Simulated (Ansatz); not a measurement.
Antifluorite Na2S: PBE at its full settings (plane-wave cutoff 520 eV, 10×10×10 k mesh, Fermi–Dirac smearing 0.01 eV, scalar-relativistic PAW data made under PBE) and at cheaper ones, in a cell of 3 atoms with Γ-centred meshes.

```tsv
level and setting	equilibrium lattice constant a (Å)	bulk modulus B0 (GPa)
PBE (Ansatz)	6.568	28.1
PBE (2×2×2 k mesh) (Ansatz)	6.625	26.6
PBE (4×4×4 k mesh) (Ansatz)	6.569	28.1
PBE (6×6×6 k mesh) (Ansatz)	6.568	28.1
PBE (Fermi-Dirac smearing of 0.3 eV) (Ansatz)	6.570	27.9
```

Largest shifts from the full settings: lattice constant a +0.87 % (PBE (2×2×2 k mesh)), against a difference of +0.47 % of the full result from the reference 6.537 Å (measured, temperature not stated, not corrected to a static lattice, sources range from 6.526 to 6.537; as tabulated in Some thermoelectric phenomena in copper chalcogenides replaced by lithium and …); bulk modulus -5.3 % (PBE (2×2×2 k mesh)).

Ansatz's density-functional and Hartree–Fock values are scalar-relativistic unless marked +SOC, with PAW data made under PBE.

Run with cheap settings on purpose, which may leave them unconverged: PBE (2×2×2 k mesh), PBE (4×4×4 k mesh), PBE (6×6×6 k mesh), PBE (Fermi-Dirac smearing of 0.3 eV).

Ansatz is a program for electronic structure.
